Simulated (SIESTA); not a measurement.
Band structure of Zr3Sc (P6_3/mmc, 8 atoms in the cell).

```yaml
crystal:
  lattice:
    - [6.52002, 0.00000, 0.00000]
    - [-3.26001, 5.64650, 0.00000]
    - [0.00000, 0.00000, 5.12767]
  atoms:
    - { symbol: Zr, position: [0.16725, 0.83275, 0.25000] }
    - { symbol: Zr, position: [0.83275, 0.16725, 0.75000] }
    - { symbol: Zr, position: [0.33450, 0.16725, 0.75000] }
    - { symbol: Zr, position: [0.66550, 0.83275, 0.25000] }
    - { symbol: Zr, position: [0.16725, 0.33450, 0.25000] }
    - { symbol: Zr, position: [0.83275, 0.66550, 0.75000] }
    - { symbol: Sc, position: [0.33333, 0.66667, 0.75000] }
    - { symbol: Sc, position: [0.66667, 0.33333, 0.25000] }
```

Level of theory: SIESTA 5.4.2 with LDA PW92, numerical atomic orbitals DZP, PseudoDojo LDA standard norm-conserving potentials (rewritten from UPF to PSML).

Settings: XC.functional = LDA; XC.authors = PW92; potentials = PseudoDojo LDA standard; PAO.BasisSize = DZP; PAO.EnergyShift = 0.01 Ry; MeshCutoff = 300 Ry; kgrid.MonkhorstPack = 3 3 4; OccupationFunction = FD; ElectronicTemperature = 100 meV; MaxSCFIterations = 150; SCF.Mixer.Method = Pulay; SCF.Mixer.Weight = 0.2; SCF.Mixer.History = 6; SCF.DM.Tolerance = 1.0E-05.

The starting cell comes from a database of computed structures (which also holds hypothetical and non-ambient phases and stackings), without a prior relaxation at this level. Values carry the incompleteness of an atom-centred basis.

Levels in eV from the Fermi level, bands 44 to 49:
| point | 44 | 45 | 46 | 47 | 48 | 49 |
|---|---|---|---|---|---|---|
| Γ | -0.28 | -0.28 | 0.12 | 0.58 | 0.72 | 0.72 |
| M | -0.87 | -0.61 | -0.60 | -0.39 | 0.03 | 0.39 |
| K | -0.79 | -0.79 | -0.59 | -0.59 | -0.44 | 0.53 |
| A | -0.63 | -0.63 | -0.63 | 0.44 | 0.44 | 1.03 |
| L | -0.46 | -0.21 | -0.21 | -0.20 | -0.20 | 0.04 |
| H | -0.48 | -0.34 | -0.34 | -0.19 | -0.19 | 0.03 |

Bands cross the Fermi level along this path, so the cell is metallic at this level.

Higher empty bands are left out: an atom-centred basis made for the valence describes them poorly.
